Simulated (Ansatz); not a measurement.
# rock-salt MgO (1 1 0) on zinc-blende InP (1 1 0) (film strained to the substrate, faces as cut)

A periodic stack without vacuum, rock-salt MgO (1 1 0) on zinc-blende InP (1 1 0) (film strained to the substrate, faces as cut): substrate slab In8P8, film Mg16O16, surface cells [[0, -1], [1, -1]] and [[1, 0], [1, 2]], film strained by -0.9 and -0.9 %, faces InP/InP and MgO/MgO as cut (like faces can put a slab off its formula).

The start was prepared with a machine-learned potential, and the result is one local minimum, with the in-plane cell held and forces under 0.04 eV/Å; the film can end far from its bulk form.

Calculation: PBE (plane waves to 420 eV, PAW; Ansatz, a program for electronic structure). Spin–orbit coupling is left out; PBE gaps are too small against experiment. Its k-point mesh 7×4×1, Fermi–Dirac width 0.05 eV.

- interface area: 25.1 Å²
- period: 31.63 Å
- gaps between the outermost planes at the two interfaces: 2.12 and 4.03 Å
- In–Mg contacts across the interfaces within 1.22 times the sum of covalent radii: 2, mean 3.20 Å
- Mg–P contacts across the interfaces within 1.22 times the sum of covalent radii: 2, mean 2.69 Å
- In–O contacts across the interfaces within 1.22 times the sum of covalent radii: 1, mean 2.23 Å
- spin-polarised check at this geometry: falls back to no moment
- slope of the mean potential energy in the substrate: +3.8 MV/cm × e

```
CELL_PARAMETERS angstrom
      4.21435     0.00004     0.00401
      4.21439     5.95929    -0.09348
      2.13617     1.98807    31.60088
ATOMIC_POSITIONS crystal
  In 0.68888 0.00085 0.13691
  In 0.77426 0.44118 0.08783
  In 0.65259 0.96636 0.27263
  In 0.67282 0.47992 0.20744
  In 0.61639 0.93377 0.40659
  In 0.63616 0.44846 0.33924
  In 0.62292 0.86226 0.53476
  In 0.60454 0.41324 0.47056
  P  0.48912 0.23759 0.06598
  P  0.43783 0.75005 0.14049
  P  0.42492 0.22889 0.20540
  P  0.40227 0.71648 0.27300
  P  0.38575 0.19878 0.33943
  P  0.36637 0.68456 0.40509
  P  0.34975 0.16649 0.47354
  P  0.34928 0.63444 0.53755
  Mg 0.28995 0.13296 0.65204
  Mg 0.80050 0.62200 0.65286
  Mg 0.55205 0.39358 0.60800
  Mg 0.06369 0.88046 0.61044
  Mg 0.76917 0.60396 0.74906
  Mg 0.26887 0.10433 0.74894
  Mg 0.03138 0.86573 0.70233
  Mg 0.53213 0.36507 0.70220
  Mg 0.24315 0.08132 0.84391
  Mg 0.74325 0.58122 0.84388
  Mg 0.50567 0.34266 0.79744
  Mg 0.00582 0.84249 0.79746
  Mg 0.71820 0.55899 0.93587
  Mg 0.21782 0.05917 0.93622
  Mg 0.97883 0.81953 0.89475
  Mg 0.47922 0.31912 0.89479
  O  0.05625 0.38827 0.60988
  O  0.54956 0.89771 0.60446
  O  0.79841 0.12423 0.65259
  O  0.29238 0.62944 0.65419
  O  0.53185 0.86614 0.70060
  O  0.03175 0.36531 0.70244
  O  0.26840 0.60466 0.74919
  O  0.76948 0.10372 0.74894
  O  0.00598 0.34255 0.79702
  O  0.50593 0.84276 0.79672
  O  0.74327 0.08105 0.84419
  O  0.24300 0.58125 0.84432
  O  0.47965 0.81972 0.89279
  O  0.97972 0.31962 0.89285
  O  0.21705 0.55872 0.93859
  O  0.71764 0.05825 0.93834
```
